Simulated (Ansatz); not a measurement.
The cell is built on a prototype and need not be the phase stable at ambient conditions.

By PBEsol, the system below comes out a metal.

A figure of merit of an interconnect metal is its ballistic conductance per area.

Given:

```xyz
3
Lattice="6.1007 -0.0887 0.0000 -2.4072 6.3202 0.0000 -1.2036 3.1601 1.9523" Properties=species:S:1:pos:R:3 pbc="T T T"
Pd     0.0000     0.0000     0.0000
Te    -0.2269     4.7383     0.0000
Te     3.9205     1.4932     0.0000
```

Space group of this cell: R-3m. The cell was relaxed by PBE-D3(BJ); by PBEsol its mean pressure is -0.9 GPa.

The current flows along the normal of the first two printed cell vectors. No spin-orbit coupling; the value is a mean over 0.1 eV about the Fermi level.

Compute, with PBEsol run with Ansatz (an electronic-structure program), the ballistic conductance per area.

0.54 × 10¹⁵ S/m² for both spins.
